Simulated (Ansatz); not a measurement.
Defect migration in fcc Pb: Pb vacancy, neutral cell. Calculation: PBE, PAW (plane waves to 420 eV; Ansatz, a program for electronic structure).

Cell of 32 host sites held at the relaxed PBE lattice; a 2×2×2 k-point mesh shifted by half a step; Fermi-Dirac width 0.10 eV, spin-restricted; finite-size errors left in. No zero-point or tunnelling terms. Spin-orbit coupling is left out. Forms of the defect that were not tried may lie lower.

Barriers: single points on a 3×3×3 k-point mesh shifted by half a step at the bands' geometries (they differ from the bands' own by up to 0.51 eV, and are uncertain by about as much).

Relaxed starting cell (atoms counted from 1):

```
Pb
1.0
   10.07730     0.00000     0.00000
    0.00000    10.07730     0.00000
    0.00000     0.00000    10.07730
Pb
31
Direct
  0.99921   0.00081   0.50107
  0.99988   0.49897   0.00047
  0.00038   0.50046   0.49955
  0.49874   0.99902   0.00118
  0.49986   0.00043   0.49905
  0.49867   0.49945   0.99933
  0.50030   0.50078   0.50073
  0.99972   0.24597   0.24783
  0.99946   0.24676   0.75234
  0.00003   0.75329   0.24711
  0.99981   0.75377   0.75347
  0.50081   0.24872   0.24832
  0.50049   0.24883   0.75245
  0.50030   0.75020   0.24883
  0.50059   0.75164   0.75241
  0.24613   0.00084   0.24740
  0.24764   0.00019   0.75489
  0.24838   0.50006   0.24922
  0.24810   0.50143   0.75200
  0.75381   0.00030   0.24609
  0.75294   0.99967   0.75480
  0.75105   0.49848   0.24865
  0.75219   0.50029   0.75134
  0.24495   0.24637   0.00085
  0.24905   0.24943   0.50123
  0.24608   0.75251   0.00101
  0.24856   0.75259   0.50097
  0.75246   0.24596   0.99922
  0.75062   0.24913   0.50069
  0.75378   0.75294   0.00094
  0.75174   0.75281   0.50031
```

End state 1 differs by these moves (Å; atoms that move under 0.08 Å are left out):

| atom | element | Δx | Δy | Δz |
|---|---|---|---|---|
| 10 | Pb | 0.00 | 2.43 | -2.44 |

Problem. Give the forward and backward barriers to end state 1 at the level PBE, PAW.

Solution. forward 0.67 eV, backward 0.67 eV; at the saddle point atom 10 has neighbours 4 Pb at 3.27 Å. The saddle point's order was not checked, and it lies on a symmetry element of the cell, where a band can be held.
